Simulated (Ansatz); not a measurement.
## What isotropic strain +2.00 % does to AlN

Start from AlN in the zinc blende structure (space group F-43m, No. 216; a = 4.378 Å).

The change: an isotropic linear strain of +2.00 %, atoms relaxed at fixed cell.

All numbers come from Kohn–Sham DFT with the PBEsol functional, run in Ansatz (an electronic-structure program) with PAW and 420 eV plane waves, spin-orbit coupling left out. k-mesh 13×13×13 (Γ-centred); smearing 0.05 eV (Fermi–Dirac).

The volume per atom rises by 0.64 Å³ to 11.13 Å³ and the space group is still F-43m (No. 216). The shortest interatomic distance increases by 0.038 Å, from 1.896 Å to 1.934 Å and the energy increases by 22 meV/atom. The band gap shrinks by 0.03 eV (3.19 eV → 3.16 eV) and the gap character remains indirect, Γ → X. The mean gap deformation potential ΔEg/Δln V amounts to -0.5 eV and the width of the top valence band drops by 0.13 eV to 2.59 eV. The electron mass changes from 0.52 mₑ along k, 0.32 mₑ across (at X) to 0.53 mₑ along k, 0.32 mₑ across (at X) and the hole mass (degenerate bands, along [100]) amounts to 0.28, 1.4, 1.4 mₑ (at Γ). The valley order (the lowest conduction-band minima on the path, energy above the VBM, named in the base's zone) goes from X along ⟨100⟩ 3.19 eV; Γ 4.06 eV to X along ⟨100⟩ 3.16 eV; Γ 3.55 eV.

Masses are band curvatures over ±0.01 Å⁻¹ around the edge. Along k means along the line from Γ to the band edge. Whether these cells are dynamically stable was not tested. This is not the structure that AlN has at room temperature and ambient pressure.
